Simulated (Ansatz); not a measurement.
The structure below was relaxed with Kohn–Sham DFT with the PBE functional, run in Ansatz (an electronic-structure program) with PAW and 420 eV plane waves, spin-orbit coupling left out, at pressure 7 GPa.

```
CELL_PARAMETERS angstrom
      5.77589     0.00000     0.00000
      0.00000     5.77589     0.00000
      0.00000     0.00000     5.77589
ATOMIC_POSITIONS crystal
  Cs 0.00000 0.00000 0.00000
  Sn 0.50000 0.50000 0.50000
  I  0.00000 0.50000 0.50000
  I  0.50000 0.50000 0.00000
  I  0.50000 0.00000 0.50000
```

**Question.** Find the space group and the Wyckoff positions.

**Answer.** Space group Pm-3m (No. 221); a = b = c = 5.7759 Å, α = β = γ = 90.00°

```csv
atom,site,symmetry,x,y,z
Cs,1a,m-3m,0.0000,0.0000,0.0000
Sn,1b,m-3m,0.5000,0.5000,0.5000
I,3c,4/mm.m,0.0000,0.5000,0.5000
```

**Question.** Describe the coordination.

**Answer.** The crystal has 5 atoms in its conventional cell. Cell: a = 5.7759 Å, b = 5.7759 Å, c = 5.7759 Å, α = 90.00°, β = 90.00°, γ = 90.00°. Cs is coordinated by 12 I at 4.084 Å (cuboctahedral). Sn sees 6 I at 2.888 Å (octahedral). I sees 2 Sn at 2.888 Å and 4 Cs at 4.084 Å (octahedral). (Neighbours: up to the widest gap in distance over summed covalent radii, below 1.35, at either atom; cation-cation and far metal-metal contacts left out.)

The mesh was chosen for an insulator and is coarse for the gapless case. Spin-orbit coupling, missing from the scalar runs, can matter with I. Load acts through the strain it causes; cell and atoms are relaxed under it. Whether these cells are dynamically stable was not tested. No other phases were tried under pressure. The final runs are not spin-polarised. The cell was made from CsSnI₃ in the cubic perovskite structure (space group Pm-3m, No. 221) by this change: pressure 7 GPa. Many cubic perovskites are stable only at high temperature; tilts and polar distortions were not tested.
